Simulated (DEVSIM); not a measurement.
Device: Ru/SiO2/p-Si capacitor, at 300 K.

| layer (left to right) | material | thickness (nm) | Na (cm⁻³) |
|---|---|---|---|
| 1 | SiO2 | 3.80 | - |
| 2 | Si | 440 | 1.7e18 |

Metal gate on the left, work function 4.7 eV. Fixed charge at the semiconductor interface 1.5e11 cm⁻² (in units of +e); no interface traps.

The device is made up for the run: typed textbook-type constants, with dimensions and the other settings drawn at random. Values at 300 K.

| parameter | SiO2 | Si |
|---|---|---|
| gap (eV) | 9 | 1.124 |
| affinity (eV) | 0.9 | 4.05 |
| permittivity | 3.9 | 11.7 |
| Nc (cm⁻³) | - | 2.86e19 |
| Nv (cm⁻³) | - | 3.1e19 |

Model (solved in DEVSIM): 1D Poisson equation in equilibrium, Boltzmann statistics, complete ionisation; no quantum confinement or tunnelling. Metal contacts follow the ideal Schottky-Mott rule: no Fermi-level pinning, no interface dipoles.

The SiO2 thickness was swept, all else fixed.

```tsv
SiO2 thickness (μm)	capacitance of the dielectric stack (μF/cm²)	flat-band voltage (V)	minimum of the low-frequency capacitance (μF/cm²)
0.0015	2.30	-0.41	0.360
0.0021	1.64	-0.41	0.338
0.0027	1.28	-0.42	0.314
0.0032	1.08	-0.42	0.305
0.0038	0.909	-0.43	0.285
0.0046	0.751	-0.43	0.271
```

From the first row to the last the capacitance of the dielectric stack goes from 2.30 to 0.751. From the first row to the last the flat-band voltage goes from -0.41 to -0.43.
